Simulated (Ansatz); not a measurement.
Consider GaN in the zinc blende structure (space group F-43m, No. 216).

```yaml
crystal:
  lattice:
    - [0.00000, 2.24896, 2.24896]
    - [2.24896, 0.00000, 2.24896]
    - [2.24896, 2.24896, 0.00000]
  atoms:
    - { symbol: N, position: [0.75000, 0.75000, 0.75000] }
    - { symbol: Ga, position: [0.00000, 0.00000, 0.00000] }
```

Calculations: Ansatz (a program for electronic structure) r2SCAN, scalar-relativistic without spin-orbit coupling.

Perturbation: full substitution N → Sb, then cell and atoms are relaxed.

Measured lattice parameter a: GaN 4.5 Å (room temperature; as listed in I. Vurgaftman, J. R. Meyer, L. R. Ram-Mohan, Journal of Applied Physics (2001)); GaSb 6.0959 Å (room temperature; as listed in I. Vurgaftman, J. R. Meyer, L. R. Ram-Mohan, Journal of Applied Physics (2001)).

### Question
How well does r2SCAN reproduce the measured shift?

### Answer
With r2SCAN the lattice parameter a moves by +1.635 Å (4.498 → 6.133) against +1.596 Å measured.

Whether these cells are dynamically stable was not tested. This is not the structure that GaN has at room temperature and ambient pressure.
